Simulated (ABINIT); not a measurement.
ABINIT 10.0.3, DFT, PBE, plane waves, JTH v2.0 PBE PAW: rutile TiO2 (Ti4O8), 12 atoms. Basis and mesh were picked for this test and aren't claimed converged.

- cell: 9.19, 4.59, 2.96 Å; 90, 90, 90°
- task: scf
- ecut: 22 Ha
- pawecutdg: 44 Ha
- nband: 64
- k mesh (ngkpt): 4×6×6
- shiftk: 0×0×0
- nstep: 100
- tolvrs: 1e-09
- occopt: 1
- diemac: 12
- prtwf: 0
- prtden: 0
- paral_kgb: 1
- nline: 4 (default)
- iscf: 17 (default)
- npulayit: 7 (default)
- diemix: 0.7 (default)
- dielng: 1.07748 (default)
- kptopt: 1 (default)
- k-points after symmetry: 48
- bands: 64
- symmetry operations: 16

It runs on a single node (Intel Xeon 6 (Granite Rapids), 96 cores on 1 socket, 2 hardware threads a core, 3 L3 cache groups, 3 NUMA nodes).

Wall times, medians of two to five repeats, each run alone on the node (launch to exit). Processes are pinned to neighbouring cores unless said otherwise. The times hold for this build (conda-forge: MPICH, OpenBLAS, FFTW3, no OpenMP, no ScaLAPACK). Scratch files lie in a memory file system.

All on 96 ranks. Base settings, kept where nothing else is said: np_spkpt = 48, npband = 2, npfft = 1, bandpp = 32, wfoptalg = 114. The candidates, on 96 cores each, agree within 1.0 meV/atom in energy, 10 meV/Å in forces (largest component), 0.050 GPa in pressure:
A. np_spkpt = 16, npfft = 3, bandpp = 1, wfoptalg = 14
B. np_spkpt = 8, npband = 4, npfft = 3, bandpp = 1, wfoptalg = 14
C. np_spkpt = 3, npband = 16, npfft = 2, bandpp = 1, wfoptalg = 14
D. np_spkpt = 1, npband = 16, npfft = 6, bandpp = 1, wfoptalg = 14
E. np_spkpt = 4, npband = 8, npfft = 3, bandpp = 1, wfoptalg = 14
F. the base settings
G. np_spkpt = 2, npband = 16, npfft = 3, bandpp = 1, wfoptalg = 14

Which of these settings finishes first?

B and A and F, at 14 s, level within 8 % or the scatter of repeats. At the other end D takes 2.1× as long.

```tsv
candidate	wall time	repeats	SCF iterations
B	14 s	2 runs within 2 %	15
A	14 s	2 runs within 1 %	16
F	14 s	2 runs within 2 %	13
E	15 s	2 runs within 1 %	15
C	17 s	2 runs within 2 %	14
G	20 s	2 runs within 1 %	14
D	28 s	2 runs within 2 %	14
```

From the slowest to the fastest: The largest move is in solving the bands at each k-point (vtowfk): 25 s to 9.9 s. What the program resolved moves too: npband from 16 to 4, npfft from 6 to 3, FFT grid from 75×48×24 to 75×45×24.
